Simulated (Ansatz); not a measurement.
The starting structures come from a database of crystals and need not be the phases stable at ambient conditions.

## Evanescent states of NaSr4(BN2)3 (Im-3m, not sure to be the ambient phase, 14 atoms a cell, 15.6 Å³ an atom, -2 GPa at this level) along the normal of (111)

Computed with r2SCAN (plane waves, PAW; Ansatz, a first-principles code).

No gap correction and no spin-orbit coupling; mid-gap values are interpolated between computed energies.

Energies count from the valence-band top; κ is the least over a 6×6 mesh across the current.

```csv
E (eV),κ (1/Å),where
0.07,0.108,Γ
0.20,0.179,Γ
0.33,0.225,Γ
0.46,0.259,Γ
0.58,0.286,Γ
0.71,0.309,Γ
0.84,0.324,Γ
0.97,0.316,Γ
1.10,0.306,Γ
1.24,0.296,Γ
1.36,0.283,Γ
1.50,0.270,Γ
1.62,0.254,Γ
1.75,0.236,Γ
1.89,0.215,Γ
2.02,0.190,Γ
2.15,0.159,Γ
2.27,0.116,Γ
2.40,0.033,Γ
```

Task: How thick must the barrier be to attenuate the transmission by 10^4 when the electrodes' Fermi level lies at 1.75 eV, and what attenuation does that film give at 0.07 eV?

Result: d = 4 ln 10 / (2 × 0.236) = 19.5 Å. At 0.07 eV it gives 4 × 0.108/0.236 = 1.8 decades.
